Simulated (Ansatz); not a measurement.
Structures of equal composition on the (100) surface of fcc Cu: a layer of Fe in place of the second plane; a layer of Fe in place of the third plane. The slabs share one bottom face, and each structure is named by its start. These are constructed structures in small cells; real faces may alloy, dewet or reconstruct in larger ones, and not all known structures of the face are among them. Slabs of about 9 Å with all that they carry, Fermi-Dirac smearing of 0.1 eV. Bottom of the slabs: a bare face, its two planes held. Relaxed from the named starts with such symmetry as they have, on meshes of like density; energies extrapolated to zero smearing; no spin-orbit coupling, no U. Spin-polarised runs, if any, are marked in brackets, and their order is one that fits the cell; the others ran without spin.

These are PBE (plane waves to 420 eV, PAW; Ansatz, a first-principles code) values and carry that method's errors.

**Question.** Order them by energy per 1x1 cell (lowest first) at the level PBE.

**Answer.** a layer of Fe in place of the third plane (0.000 eV [spin, 2.6 μB a cell]), a layer of Fe in place of the second plane (0.043 eV [spin, 2.8 μB a cell])
